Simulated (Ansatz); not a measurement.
An Ansatz (a first-principles code) run: Sc with a change (uniaxial strain ε_xx = +1.50 %); Ansatz, PBEsol, PAW, cutoff 420 eV, without spin-orbit coupling.

Input:

Ansatz 0.2 input:
```yaml
crystal:
  lattice:
    - [3.3244823645, 0, 0]
    - [-1.6622411822, 2.8365381105, 0]
    - [0, 0, 5.1051154944]
  atoms:
    - { symbol: Sc, position: [0.6666666667, 0.3333333333, 0.25] }
    - { symbol: Sc, position: [0.3333333333, 0.6666666667, 0.75] }
basis: { ecutwfc: 420, ecutrho_ratio: 4, xc_grid: 2, fft_grid_basis: typed }
kpoints: { mp_grid: { grid: [20, 20, 12] } }
hamiltonian:
  xc: pbesol
  dispersion: none
  pseudopotentials: { kind: paw }
scf: { occupations: { method: fermi_dirac, width: 0.1 }, convergence: { dr2_threshold: 0.0000000002 } }
relax: { f_tol: 0.005, max_steps: 50 }
output: { forces: true, stress: true }
checkpoint: { write: state.ck, write_every: 1000 }
```

Output (explanatory and most iteration lines left out):

```
Relaxation: its limit of steps is 50 (relax.max_steps)
Pseudopotential: Sc, paw, valence charge 11
Crystal: 2 atoms, lattice volume = 48.141 Å³
Basis set: ecut = 420 eV, 953 PW (Γ), exchange–correlation on 48×48×72 points (8 copies of the dense FFT grid, shifted against one another)
Bands: 15, of which v1, the nominal top of the filled ones, is band 11 counted from 1 (10 counted from 0)
Symmetry: 8 space group operations
Space group: Cmcm (ITA 63), of the structure as read, at distance tolerance 3.6e-5 Å
k-points: 777 of 4800
Functional: x = pbesol(κ = 0.804, μ = 0.12345679012345678), c = pbesol(β = 0.046)
SCF iter   1: F=—  HF=-4222.800625 eV  |F-HF|=—  |Δ(HF+E_count)|=         —  Δρ=4.19e-3  dr2=8.01e-3  ethr=1.77e-3  ⟨swp⟩=3.1  Hψ=47949  notcnv=0
SCF iter   2: F=—  HF=-4222.797912 eV  |F-HF|=—  |Δ(HF+E_count)|=   2.71e-3  Δρ=2.04e-3  dr2=2.13e-3  ethr=3.64e-5  ⟨swp⟩=1.9  Hψ=21854  notcnv=0
SCF 1 converged in 7 iterations: F = -4222.797286 eV  dr2 = 6.05e-11
relax step   1: F+E_penalty+E_count = -4222.79728594 eV  Δ(F+E_penalty+E_count) = +0.000e0 eV  max|allowed force component| = 2.828e-2 eV/Å  Δτ_max = 0.0000 Å  (7 SCF iters, accepted)
Crystal: 2 atoms, lattice volume = 48.141 Å³
SCF iter   1: F=—  HF=-4222.797566 eV  |F-HF|=—  |Δ(HF+E_count)|=         —  Δρ=4.17e-4  dr2=8.32e-5  ethr=3.22e-7  ⟨swp⟩=2.0  Hψ=46168  notcnv=0
SCF iter   2: F=—  HF=-4222.797513 eV  |F-HF|=—  |Δ(HF+E_count)|=   5.27e-5  Δρ=1.78e-4  dr2=8.79e-6  ethr=3.22e-7  ⟨swp⟩=2.2  Hψ=16964  notcnv=0
SCF 2 converged in 6 iterations: F = -4222.797512 eV  dr2 = 1.42e-12
relax step   2: F+E_penalty+E_count = -4222.79751244 eV  Δ(F+E_penalty+E_count) = -2.265e-4 eV  max|allowed force component| = 1.014e-2 eV/Å  Δτ_max = 0.0126 Å  (6 SCF iters, accepted)
Crystal: 2 atoms, lattice volume = 48.141 Å³
SCF iter   1: F=—  HF=-4222.797581 eV  |F-HF|=—  |Δ(HF+E_count)|=         —  Δρ=1.10e-4  dr2=5.82e-6  ethr=2.67e-7  ⟨swp⟩=3.3  Hψ=33757  notcnv=0
SCF iter   2: F=—  HF=-4222.797546 eV  |F-HF|=—  |Δ(HF+E_count)|=   3.51e-5  Δρ=4.72e-5  dr2=6.13e-7  ethr=2.65e-8  ⟨swp⟩=1.4  Hψ=19960  notcnv=0
SCF 3 converged in 6 iterations: F = -4222.797546 eV  dr2 = 8.52e-14
relax step   3: F+E_penalty+E_count = -4222.79754637 eV  Δ(F+E_penalty+E_count) = -3.393e-5 eV  max|allowed force component| = 6.907e-6 eV/Å  Δτ_max = 0.0033 Å  (6 SCF iters, accepted)
SCF converged after 6 iterations
Free energy (F): -4222.797546 eV
Internal energy: -4222.676362 eV  (E = F + TS)
E sigma→0 (E₀):  -4222.736954 eV
Entropy (-TS):   -0.121185 eV (-60.592 meV/atom)
Fermi energy:    9.418540 eV
--- Forces (eV/Å), atoms counted from 1 ---
  atom   1  Sc    -0.00000000    -0.00000691     0.00000000
  atom   2  Sc     0.00000000     0.00000691     0.00000000
--- Stress (GPa, compression-positive) ---
       -1.491180       0.000000       0.000000
        0.000000      -0.563770       0.000000
        0.000000       0.000000      -0.434763
  P = ⅓ Tr σ = -0.8299 GPa (-8.299 kbar)
--- Relaxed structure (3 steps of the walk, 3 accepted, 0 SCFs on fresh bases) ---
  atoms:
    - { symbol: Sc, position: [0.6682939154093671, 0.3365878308187344, 0.25] }
    - { symbol: Sc, position: [0.3317060845906328, 0.6634121691812656, 0.7500000000000001] }
```

Stability against distortions was not tested. The final runs are not spin-polarised. The cell was made from Sc in the hcp (Mg type) structure (space group P6_3/mmc, No. 194) by this change: uniaxial strain ε_xx = +1.50 %.
